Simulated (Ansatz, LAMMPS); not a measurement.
## Si well of 21 atomic layers along [001] in random Si0.8Ge0.2, interfaces graded over 4 layers

Cell 16.58 × 16.58 × 65.86 Å, Si759Ge105, 864 atoms. Prepared with Tersoff's 1989 multicomponent potential (SiCGe.tersoff) (LAMMPS): minimisation. 

That structure was relaxed on with PBE, support functions at accuracy medium on the grid of 370 eV in Ansatz (a first-principles code). Basis: localised support functions (accuracy medium) on a full density matrix. k-points: zone centre alone; occupations: Fermi-Dirac, 0.010 eV; spin polarisation not allowed. No spin-orbit coupling.

Problem. What does DFT change in the classical structure?

Solution. The energy falls by 0.2 meV an atom over 3 steps; atoms move by 0.009 Å root mean square, 0.03 Å at most.
```csv
quantity,classical minimum,after DFT steps
4-fold atoms (%),100.0,100.0
spread of bond angles (°),0.8,0.9
```
